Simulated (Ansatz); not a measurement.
Consider MgO in the rock salt structure (space group Fm-3m, No. 225; a = 4.159 Å). Axes: x, y, z lie along the cube axes.

Level of theory: LDA (Ansatz, a first-principles code; PAW; 420 eV plane waves; scalar-relativistic without spin-orbit coupling).

For the base:

| Item | Value |
|---|---|
| Gap character | direct at Γ |
| Electron mass | 0.36 mₑ (at Γ) |
| Band gap | 5.03 eV |

One thing is altered: uniaxial strain ε_zz = +2.50 %, all other strain components held at zero, atoms relaxed at fixed cell.

Problem. What happens to the gap character, electron mass, band gap and stress?

Solution. The gap character is still direct at Γ; the electron mass changes from 0.36 mₑ (at Γ) to 0.34 mₑ along z, 0.36 mₑ across (at Γ); the band gap drops by 0.286 eV, from 5.03 eV to 4.75 eV; the stress (xx, yy, zz, yz, xz, xy; compression positive) amounts to (-2.28, -2.28, -6.99, 0.00, 0.00, 0.00) GPa.

Effective masses come from finite differences of ±0.01 Å⁻¹. No phonon test of stability was made. Labels are those of the standard path for the cell's own space group.
